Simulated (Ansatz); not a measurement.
Effect of P → N on AlP

The parent structure is AlP in the zinc blende structure (space group F-43m, No. 216; a = 5.470 Å).

Modification: every P is replaced by N; the structure is relaxed again.

Method: Kohn–Sham DFT with the PBEsol functional, run in Ansatz (an electronic-structure program) with PAW and 420 eV plane waves, spin-orbit coupling left out, earlier PAW set. Settings: 13×13×13 k-points, 0.05 eV Fermi–Dirac smearing, for the changed cell.

```csv
quantity,base,changed,shift
volume per atom,20.46 Å³,10.48 Å³,-9.98 Å³
density,2.35 g/cm³,3.25 g/cm³,+0.894 g/cm³
lattice parameter a,547.0 pm,437.7 pm,-109.3 pm
space group,F-43m (No. 216),F-43m (No. 216),–
shortest interatomic distance,236.9 pm,189.5 pm,-47.33 pm
band gap,1.45 eV,3.19 eV,+1.74 eV
gap character,"indirect, Γ → X","indirect, Γ → X",–
smallest direct gap,3.15 eV,4.06 eV,+0.91 eV
width of the top valence band,2.84 eV,2.71 eV,-0.124 eV
electron mass,"0.77 mₑ along k, 0.24 mₑ across (at X)","0.52 mₑ along k, 0.32 mₑ across (at X)",–
```

Effective masses come from finite differences of ±0.01 Å⁻¹. Along k means along the line from Γ to the band edge. Whether these cells are dynamically stable was not tested. This is not the structure that AlN has at room temperature and ambient pressure.
